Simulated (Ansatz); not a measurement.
Phonon-limited resistivity of YAu2 (I4/mmm) against temperature in μΩ·cm, Ansatz (a quantum-chemistry and plane-wave program) with PBEsol, DFPT electron-phonon coupling, linearised Boltzmann equation, harmonic crystal at a fixed cell. x, y and z are the axes of this cell:
```yaml
crystal:
  lattice:
    - [-1.84136, 1.84136, 4.46854]
    - [1.84136, -1.84136, 4.46854]
    - [1.84136, 1.84136, -4.46854]
  atoms:
    - { symbol: Y, position: [0.00000, 0.00000, 0.00000] }
    - { symbol: Au, position: [0.66621, 0.66621, 0.00000] }
    - { symbol: Au, position: [0.33379, 0.33379, 0.00000] }
```

```json
[
 {"T": "50 K", "ρ (x, y)": "1.10", "ρ (z)": "0.83"},
 {"T": "77 K", "ρ (x, y)": "2.2", "ρ (z)": "1.74"},
 {"T": "100 K", "ρ (x, y)": "3.2", "ρ (z)": "2.5"},
 {"T": "150 K", "ρ (x, y)": "?", "ρ (z)": "4.3"},
 {"T": "200 K", "ρ (x, y)": "?", "ρ (z)": "5.9"},
 {"T": "250 K", "ρ (x, y)": "9.3", "ρ (z)": "7.5"},
 {"T": "273 K", "ρ (x, y)": "10.1", "ρ (z)": "8.3"},
 {"T": "300 K", "ρ (x, y)": "11.2", "ρ (z)": "9.2"},
 {"T": "350 K", "ρ (x, y)": "13.1", "ρ (z)": "10.8"},
 {"T": "400 K", "ρ (x, y)": "15.0", "ρ (z)": "12.4"},
 {"T": "500 K", "ρ (x, y)": "18.8", "ρ (z)": "15.6"},
 {"T": "600 K", "ρ (x, y)": "23", "ρ (z)": "18.9"},
 {"T": "800 K", "ρ (x, y)": "30", "ρ (z)": "26"}
]
```

Complete the blanks.


- 150 K, ρ (x, y): 5.3
- 200 K, ρ (x, y): 7.3

A metal at this level (no band gap). Only scattering by harmonic phonons is included (no impurities, grain boundaries, electron-electron scattering or thermal expansion). Spin-orbit coupling is left out, which matters with elements this heavy. Halving the electron mesh (24x24x24) moves the resistivity by up to 2 %. Smearing 0.20 eV; phonons on a 5x5x5 q mesh, which this run doesn't test and which matters most at low temperature.

Computed structure with no diffraction record at hand here (it may be known, metastable or hypothetical): YAu2 (I4/mmm).
